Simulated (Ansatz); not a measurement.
# TiAl3 (Pmm2): resistivity and electron-phonon coupling

Here is the system:

```
CELL_PARAMETERS angstrom
      2.77717     0.00000     0.00000
      0.00000     4.67139     0.00000
      0.00000     0.00000     4.90097
ATOMIC_POSITIONS crystal
  Ti 0.00000 0.50000 0.16281
  Al 0.50000 0.50000 0.66380
  Al 0.50000 0.00000 0.33307
  Al 0.00000 0.00000 0.84032
```

Level of theory: PBEsol, DFPT electron-phonon coupling, linearised Boltzmann equation (plane waves, PAW, scalar-relativistic; Ansatz, a program for electronic structure). How the cell was made: relaxed with this functional, without spin-orbit coupling.

- resistivity at 300 K: 10.0 (x), 14.0 (y), 16.4 (z) μΩ·cm
- resistivity at 77 K: 0.76 (x), 1.06 (y), 1.20 (z) μΩ·cm
- electron mean free path at 300 K (weighted by the current that each state carries): 8.9 (x), 7.9 (y), 7.9 (z) nm
- electron-phonon coupling λ: 0.32
- transport coupling λ_tr: 0.37 (x), 0.37 (y), 0.36 (z)
- logarithmic mean phonon energy: 25 meV
- density of states at the Fermi level: 1.32 states/(eV·spin·cell)

A metal at this level (no band gap). Only scattering by harmonic phonons is included (no impurities, grain boundaries, electron-electron scattering or thermal expansion). Spin-orbit coupling is left out. The run warned that the eigensolver left some states short of its tolerance. Halving the electron mesh (32x20x20) moves the resistivity by up to 11 % at 300 K, the mean free path by up to 4 %, the coupling by up to 2 %. Smearing 0.20 eV; phonons on a 5x3x3 q mesh, which this run doesn't test and which matters most at low temperature.

Computed structure with no diffraction record at hand here (it may be known, metastable or hypothetical): TiAl3 (Pmm2).
